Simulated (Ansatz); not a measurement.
The reference is Ta in the bcc (W type) structure (space group Im-3m, No. 229; a = 3.3061 Å; relaxed with 0.1 eV smearing). Axes: x, y, z lie along the cube axes.

Method: r2SCAN (Ansatz, a quantum-chemistry and plane-wave program; PAW; 500 eV plane waves; scalar-relativistic without spin-orbit coupling).

Now apply this change: a pure shear with ε_xy = ε_yx = 0.0114, atoms relaxed at fixed cell.

Predict the stress tensor and what it implies for the stiffness.

Stress of the strained cell less that of the base (GPa, compression positive):
```
    0.0    -1.7     0.0
   -1.7     0.0     0.0
    0.0     0.0     0.1
```

Then −Δσ/γ with γ = 2ε = 0.0228 gives relaxed-ion elastic constants: C66 ≈ 74 GPa.

No phonon test of stability was made. The final runs are not spin-polarised.
